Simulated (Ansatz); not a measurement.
An Ansatz (a first-principles code) input (Ansatz, PBEsol, PAW, cutoff 420 eV, without spin-orbit coupling):

Ansatz 0.2 input:
```yaml
crystal:
  lattice:
    - [4.0441702194, 0, 0]
    - [0, 4.0441702194, 0]
    - [0, 0, 8.6782131945]
  atoms:
    - { symbol: Zr, position: [0.5, 0, 0.264574681] }
    - { symbol: Zr, position: [0, 0.5, 0.735425319] }
    - { symbol: Sn, position: [0, 0, 0] }
    - { symbol: Sn, position: [0.5, 0.5, 0] }
    - { symbol: Te, position: [0.5, 0, 0.6184246884] }
    - { symbol: Te, position: [0, 0.5, 0.3815753116] }
basis: { ecutwfc: 420, ecutrho_ratio: 4, xc_grid: 2, fft_grid_basis: typed }
kpoints: { mp_grid: { grid: [12, 12, 6] } }
hamiltonian:
  xc: pbesol
  dispersion: none
  pseudopotentials: { kind: paw }
scf: { occupations: { method: fermi_dirac, width: 0.05 }, convergence: { dr2_threshold: 0.0000000006 } }
output: { forces: true, stress: true }
```

### Question
Which symmetry and how many k-points will the program report, and about how many plane waves at Γ?

### Answer
Space group P4/nmm (ITA 129) with 16 operations, k-points 112 of 864, and 2765 plane waves at Γ.

Whether these cells are dynamically stable was not tested. All final runs are without spin polarisation. The cell is ZrSnTe (space group P4/nmm, No. 129; a cell from a computed database, its experimental status unchecked).
